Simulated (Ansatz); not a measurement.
Consider the following.

End structure of O on the 1x1 (0001) surface of hcp Co, ferromagnetic, one in a 2x2 cell, started at the site 'hollow Co-Co-Co over Co at depth 2.0 Å':

```yaml
crystal:
  lattice:
    - [4.98583, 0.00000, 0.00000]
    - [-2.49292, 4.31786, 0.00000]
    - [0.00000, 0.00000, 25.50000]
  atoms:
    - { symbol: Co, position: [0.33333, 0.16667, 0.38286] }
    - { symbol: Co, position: [0.33333, 0.66667, 0.38286] }
    - { symbol: Co, position: [0.83333, 0.16667, 0.38286] }
    - { symbol: Co, position: [0.83333, 0.66667, 0.38286] }
    - { symbol: Co, position: [0.16667, 0.33333, 0.45946] }
    - { symbol: Co, position: [0.16667, 0.83333, 0.45946] }
    - { symbol: Co, position: [0.66667, 0.33333, 0.45946] }
    - { symbol: Co, position: [0.66667, 0.83333, 0.45946] }
    - { symbol: Co, position: [0.33333, 0.16667, 0.53968] }
    - { symbol: Co, position: [0.33269, 0.66634, 0.54039] }
    - { symbol: Co, position: [0.83366, 0.16731, 0.54039] }
    - { symbol: Co, position: [0.83366, 0.66634, 0.54039] }
    - { symbol: Co, position: [0.16191, 0.33809, 0.61866] }
    - { symbol: Co, position: [0.16191, 0.82383, 0.61866] }
    - { symbol: Co, position: [0.67617, 0.33809, 0.61866] }
    - { symbol: Co, position: [0.66667, 0.83333, 0.61519] }
    - { symbol: O, position: [0.33333, 0.16667, 0.66212] }
```

Set-up: 17 atoms, 6.0 Å thick at the start under the adsorbate (thin: gaps and levels are the slab's own); mesh 7x7x1; 0.1 eV smearing; dipole correction on; 8 atoms held, the rest relaxed; symmetry of the start imposed; spin-polarised, no spin-orbit, no U, no dispersion correction. At the end it is bonded to 3 Co. In PBE it is, or lies within 0.03 eV of, the lowest of the starts that converged.

A negative adsorption energy means that the adsorbate is more stable on the surface than in its reference.

**Question.** Estimate the change of the work function that Ansatz (a program for electronic structure) with PBE returns for this input.

**Answer.** 0.50 eV

**Question.** What is the computed work function of the top face (PBE)?

**Answer.** 5.48 eV

**Question.** Estimate the change of the step from the bottom to the top vacuum level, against the clean slab that PBE returns for this input.

**Answer.** 0.49 eV

**Question.** Predict the adsorption energy against ½ O2(g) from PBE.

**Answer.** -2.60 eV
